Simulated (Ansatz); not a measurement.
MgZn₂ (P6₃/mmc, No. 194)

Computed with r²SCAN-D4 in Ansatz (plane waves, PAW).

Settings: plane-wave cutoff 560 eV, 12×12×8 k mesh (along the axes of the cell as run), Fermi–Dirac smearing 0.05 eV, scalar-relativistic PAW data made under PBE.

Cell: relaxed at this level.

```
Property                     Value
-------------------  -------------
lattice parameter c        8.382 Å
band gap             zero (no gap)
```

Note: the volume lies 6 % below that of the published cell.

The computed numbers hold no vibrational or temperature effects.

It cost around 40 core-minutes (rough) of CPU time.

Ansatz is a quantum-chemistry and plane-wave program.
